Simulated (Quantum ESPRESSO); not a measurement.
**Short convergence ladders for a (001) slab of HfSb4Mo (cut from a parent of space group no. 8; 6 atoms in the cell)**

```yaml
crystal:
  lattice:
    - [5.44783, 0.00000, 0.00000]
    - [-1.22177, 3.43791, 0.00000]
    - [0.00000, 0.00000, 20.58509]
  atoms:
    - { symbol: Hf, position: [0.03518, 0.51759, 0.34005] }
    - { symbol: Mo, position: [0.92720, 0.96360, 0.55865] }
    - { symbol: Sb, position: [0.21844, 0.10922, 0.44137] }
    - { symbol: Sb, position: [0.75737, 0.37868, 0.46590] }
    - { symbol: Sb, position: [0.79167, 0.39583, 0.65995] }
    - { symbol: Sb, position: [0.35283, 0.67641, 0.58549] }
```

Base method: PBEsol, PseudoDojo standard norm-conserving (PBESOL) pseudopotentials (plane waves; Quantum ESPRESSO 7.5).

Base settings: ecutwfc = 80 Ry; occupations = smearing; smearing = gaussian; degauss = 0.0099958 Ry; mixing_mode = local-TF; potentials = {Hf: Hf.upf, Mo: Mo.upf, Sb: Sb.upf}; K_POINTS = automatic 3 3 1 0 0 0; conv_thr = 1e-10 Ry; mixing_beta = 0.4.

The count of work is k-points × plane waves × bands × iterations; it is no time. Core times come from one kind of shared machine, to one figure; runs under 30 s give none.

**The vacuum**

The mesh stays at the base's, so the ladder's end is converged at best in this setting alone.

Only quantities that move along the ladder and can be compared are tabulated.

| vacuum between outermost atoms (Å) | free energy less the last step's (meV/atom) | largest difference of a force vector from the last step's (eV/Å) | count of work / last | core time / last (rough) |
|---|---|---|---|---|
| 3.0 | -203.73 | 1.280 | 0.35 | 0.3 |
| 5.0 | -22.22 | 0.369 | 0.48 | 0.3 |
| 12.0 | -0.16 | 0.004 | 0.90 | 0.6 |
| 14.0 | 0.00 | 0.000 | 1.0 | 1 |

Smallest vacuum between outermost atoms (Å) that holds the free energy within 1 meV/atom of the last step, with all finer ones: 12.0; the step before is off by 22 meV/atom.

Smallest vacuum between outermost atoms (Å) that holds the forces within 0.02 eV/Å of the last step, with all finer ones: 12.0; the step before is off by 0.37 eV/Å.

**The k-point mesh**

Only quantities that move along the ladder and can be compared are tabulated.

```csv
K_POINTS,free energy less the last step's (meV/atom),largest difference of a force vector from the last step's (eV/Å),count of work / last,core time / last (rough)
automatic 2 2 1 0 0 0,75.28,0.407,0.21,0.2
automatic 3 3 1 0 0 0,-5.06,0.281,0.26,0.4
automatic 4 4 1 0 0 0,5.97,0.130,0.53,0.5
automatic 6 6 1 0 0 0,0.00,0.000,1.0,1
```

Coarsest K_POINTS that holds the free energy within 2 meV/atom: not settled: the last two steps still differ by 6.0 meV/atom, over half the tolerance, so the ladder does not show it.

Coarsest K_POINTS that holds the forces within 0.02 eV/Å: not settled: the last two steps still differ by 0.13 eV/Å, over half the tolerance, so the ladder does not show it.

On the base run: the starting cell comes from a database of computed structures (which also holds hypothetical and non-ambient phases and stackings), without a prior relaxation at this level. The slab is cut from that crystal, and its faces are unrelaxed. Its lattice was rescaled by up to half a per cent. Spin polarisation is off. The two faces of this cut differ, and no dipole correction was used. Without a gap this mesh is coarse (it stands for a supercell whose shortest in-plane vector is 11 Å).
